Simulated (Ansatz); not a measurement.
The starting structures come from a database of crystals and need not be the phases stable at ambient conditions.

The decay constant κ of evanescent states in the gap governs leakage through a thin film.

Input:

```
Ba2MgH6
1.0
    4.53831     0.00000     0.00000
    0.00000     9.90355     0.00000
    0.00000     4.95178     2.85891
Ba Mg H
2 1 6
Direct
  0.73296   0.33333   0.00000
  0.26704   0.66667   0.00000
  0.00000   0.00000   0.00000
  0.22467   0.17036   0.48890
  0.77533   0.82964   0.51109
  0.22467   0.65927   0.51109
  0.77533   0.34073   0.48890
  0.22467   0.17036   0.00000
  0.77533   0.82964   0.00000
```

Space group of this cell: P-3m1. The cell is taken as given.

Transport runs along the normal of the first two printed cell vectors, the (110) plane of the conventional cell.

The gap is the functional's own. No spin-orbit coupling. Mid-gap values are interpolated on the energy grid.

Task: Predict the band gap and the smallest decay constant κ at mid-gap from r2SCAN (Ansatz, a quantum-chemistry and plane-wave program).

Result: Gap 3.46 eV on a 8×10×10 mesh; κ = 0.333 1/Å, at (0.375, 0.500) of the in-plane reciprocal vectors. At the zone centre, at the nearest computed energy, the slowest state has κ = 0.34 1/Å.
